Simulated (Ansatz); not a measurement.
Given:

End structure of a constructed model of the (111) surface of fcc Cu, a layer of Rh in place of the third plane (bottom of the slab: a bare face, its two planes held):

```xyz
6
Lattice="2.5668 0.0000 0.0000 -1.2834 2.2229 0.0000 0.0000 0.0000 27.0000" Properties=species:S:1:pos:R:3 pbc="T T T"
Cu     0.0000     1.4819     8.2005
Cu     1.2834     0.7410    10.2963
Cu     0.0000     0.0000    12.3752
Rh     0.0000     1.4819    14.5800
Cu     1.2834     0.7410    16.7842
Cu     0.0000     0.0000    18.8541
```

Set-up: 6 atoms, 10.6 Å thick at the start with caps and adatoms (thin: gaps and levels are the slab's own); mesh 17x17x1; 0.1 eV smearing; dipole correction on; 2 atoms held, the rest relaxed; held to the start's symmetry, so lower structures may exist; no spin, no spin-orbit, no U. In PBE it is, or lies within 0.01 eV a 1x1 cell of, the lowest of the 2 structures of its composition computed so far; subsurface sites and larger cells were not tried.

### Question
Give the work function of the top face at the level PBE in Ansatz (a first-principles code).

### Answer
4.82 eV
